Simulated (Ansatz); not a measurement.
```xyz
28
Lattice="8.9295 0.0000 0.0000 -4.4648 7.7332 0.0000 0.0000 0.0000 21.5000" Properties=species:S:1:pos:R:3 pbc="T T T"
B      0.6367     1.8414     8.8222
B      0.0000     5.1555     8.8407
B      3.8270     0.7364     8.8245
B      3.1890     4.0507     8.8245
B      2.5517     7.3639     8.8222
B      6.3783     2.9461     8.8245
B     -3.1884     6.2611     8.8222
As     1.9150     0.3692     8.8222
As     1.2739     3.6808     8.8659
As     0.6401     6.9960     8.8659
As     4.4648     2.5777     8.8184
As     3.8270     5.8901     8.8222
As     7.6522     1.4738     8.8222
As    -1.9140     4.7895     8.8659
B      5.7405     4.0507    12.6755
B      3.1884     6.2611    12.6778
B     -0.6367     1.8414    12.6778
B      0.0000     5.1555    12.6593
B     -2.5517     7.3639    12.6778
B      2.5513     2.9461    12.6755
B      5.1025     0.7364    12.6755
As     5.1025     5.8901    12.6778
As     7.0145     0.3692    12.6778
As    -1.2739     3.6808    12.6341
As    -0.6401     6.9960    12.6341
As     1.2773     1.4738    12.6778
As     1.9140     4.7895    12.6341
As     4.4648     2.5777    12.6816
```

Levels used, each named beside its values: PBE+D3(BJ) (plane waves to 420 eV, PAW; Ansatz, a program for electronic structure); PBE+D3(BJ) with spin-orbit coupling (plane waves to 420 eV, PAW; Ansatz). Geometries and values that name no level are of the first. Values not marked SOC have no spin–orbit coupling; PBE gaps are too small against experiment. Its k-point mesh 6×6×1, Fermi–Dirac width 0.01 eV. A dipole correction is on.

Task: Name the layers and their stacking, and give its binding and gap.

Result: 2 layers of BAs-ML, twisted by 21.8° from the antiparallel setting (BAs-ML a predicted or substrate-bound sheet, here free).
| Item | Value |
|---|---|
| step of the vacuum level across the stack (top less bottom) | 0.00 eV |
| interaction energy of the frozen layers | -16.6 meV/Å² |
| interaction energy without the D3 term at this geometry | +3.2 meV/Å² |
| PBE gap over the mesh and listed points off it | 0.68 eV |
| valence and conduction edges under the vacuum level of the lower face | 4.99 and 4.30 eV |
| PBE+SOC gap at the same geometry | 0.68 eV |
